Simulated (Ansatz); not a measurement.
The parent structure is HgI$_{2}$ in the 2H-MoS2 type structure (space group P6_3/mmc, No. 194; a = 4.071 Å, c = 13.559 Å; a hypothetical phase, not in the database extracts checked; layered, stacked along the Cartesian z axis).

Calculations: Ansatz (an electronic-structure program), PBEsol-D3(BJ), PAW, cutoff 420 eV, no SOC, earlier PAW set.

Free-standing slabs (3 atom(s) a layer) normal to the stacking axis with 15 Å of vacuum; in-plane cell relaxed.

One change was made to it. Results:

| quantity | base | after |
|---|---|---|
| band gap | zero | 0.40 eV |
| gap character | – | indirect, K–Γ (44 % along) → M |
| in-plane lattice parameter a | 4.071 Å | 4.074 Å |
| excess energy per area of both faces (slab less bulk energy over the cell's area: twice a surface energy) (uncertain by up to 0.1 J/m²) | – | 0.4 J/m² |

Question: Which of these changes matches the shifts?
A. 3 layers
B. 1 layer
C. 2 layers

Answer: A, 3 layers. For comparison, the band gap in the other runs: 1 layer gives 0.90 eV; 2 layers gives 0.62 eV.

Slab and bulk use different k-meshes, which limits the precision of the excess energy. Spin-orbit coupling, missing from the scalar runs, can matter with Hg and I. Stability against distortions was not tested. The final runs are not spin-polarised. The zero or small gap of HgI2 can change with the level of theory. Labels are those of the standard path for the cell's own space group.
